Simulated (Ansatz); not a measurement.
The parent structure is PbI2 in the 2H-MoS2 type structure (space group P6_3/mmc, No. 194; a = 4.3977 Å, c = 14.8453 Å; a hypothetical phase, not in the database extracts checked).

(Cell as relaxed with PBE-D3(BJ).)

Levels (all Ansatz, a first-principles code, PAW, earlier PAW set): PBE-D3(BJ) (420 eV, no spin-orbit coupling); PBEsol-D3(BJ) (420 eV, no SOC).

Each level relaxes its own structure.

```json
[
 {"base": "volume per atom", "PBE-D3(BJ)": "41.44 Å³", "PBEsol-D3(BJ)": "37.85 Å³"},
 {"base": "lattice parameter a", "PBE-D3(BJ)": "4.398 Å", "PBEsol-D3(BJ)": "4.273 Å"},
 {"base": "band gap", "PBE-D3(BJ)": "1.99 eV", "PBEsol-D3(BJ)": "1.39 eV"}
]
```

It is then changed as follows: a free-standing slab of 1 layer (3 atoms, 3 a layer) is cut normal to the stacking axis, with 15 Å of vacuum and the in-plane cell relaxed.

```csv
quantity,PBE-D3(BJ),PBEsol-D3(BJ)
excess energy per area of both faces (slab less bulk energy over the cell's area: twice a surface energy),0.20 J/m²,?
smallest direct gap,2.84 eV,?
band gap,2.45 eV,?
electron mass (in plane),0.75 mₑ (at K),?
in-plane lattice parameter a,4.400 Å,?
```

Q: Given the PBE-D3(BJ) results, estimate those of PBEsol-D3(BJ).

A: 
- excess energy per area of both faces (slab less bulk energy over the cell's area: twice a surface energy), PBEsol-D3(BJ): 0.35 J/m²
- smallest direct gap, PBEsol-D3(BJ): 2.72 eV
- band gap, PBEsol-D3(BJ): 2.22 eV
- electron mass (in plane), PBEsol-D3(BJ): 0.66 mₑ (at K)
- in-plane lattice parameter a, PBEsol-D3(BJ): 4.290 Å

PBE-D3(BJ)'s excess energy per area of both faces lies 0.15 J/m² below PBEsol-D3(BJ)'s; PBE-D3(BJ)'s smallest direct gap lies 0.111 eV above PBEsol-D3(BJ)'s; PBE-D3(BJ)'s band gap lies 0.23 eV above PBEsol-D3(BJ)'s; PBE-D3(BJ)'s in-plane lattice parameter a lies 0.110 Å above PBEsol-D3(BJ)'s. Neither level is exact; PBEsol-D3(BJ) is the comparison here, not a measurement.

Slab and bulk use different k-meshes, which limits the precision of the excess energy. Spin-orbit coupling, missing from the scalar runs, can matter with I and Pb. Effective masses come from finite differences of ±0.01 Å⁻¹. Whether these cells are dynamically stable was not tested.
